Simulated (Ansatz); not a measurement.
## A computed series for Ir: response to strain

Base system: Ir in the fcc (Cu type) structure (space group Fm-3m, No. 225; a = 3.846 Å; relaxed with 0.1 eV smearing). Axes: x, y, z lie along the cube axes.

Strains are applied to the cell and any free atomic positions relax; under biaxial strain the out-of-plane vector relaxes too.

Method: Kohn–Sham DFT with the r2SCAN functional, run in Ansatz (an electronic-structure program) with PAW and 500 eV plane waves, spin-orbit coupling left out, earlier PAW set.

Candidates:
(a) biaxial strain +4.79 %, plane normal [001], relaxed out of plane
(b) isotropic strain −1.01 %
(c) tensor shear ε_xz = +0.75 %

Notes on the quantities. energy relative to the base: free energy F.

**Question.** Order them by energy relative to the base, highest first.

**Answer.** (a) biaxial strain +4.79 %, plane normal [001], relaxed out of plane (+119 meV/atom), (b) isotropic strain −1.01 % (+16 meV/atom), (c) tensor shear ε_xz = +0.75 % (+2.8 meV/atom)

Whether these cells are dynamically stable was not tested. The final runs are not spin-polarised.
